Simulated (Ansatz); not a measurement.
The parent structure is CdSe in the zinc blende structure (space group F-43m, No. 216; a = 6.133 Å).

Levels (all Ansatz, a quantum-chemistry and plane-wave program, PAW): r2SCAN (500 eV, no spin-orbit coupling); HSE06 (420 eV, no spin-orbit coupling).

Its gap is 1.04 eV with r2SCAN and 1.49 eV with HSE06.

Modification: cell and atoms relaxed at a pressure of 22.5 GPa.

With r2SCAN the gap becomes 1.55 eV.

Question: If the HSE06 correction stayed the same, what would the HSE06 gap be, and what does the HSE06 run give?

Answer: A rigid correction of +0.45 eV gives 2.00 eV. The HSE06 run gives 2.03 eV, so the two effects roughly add.

Single points use the geometry relaxed with r2SCAN. Load acts through the strain it causes; cell and atoms are relaxed under it. No phonon test of stability was made. Tetrahedral semiconductors of this kind turn to denser phases somewhere between about 1 and 50 GPa; those were not computed, so compressed cells here can lie past the real transition.
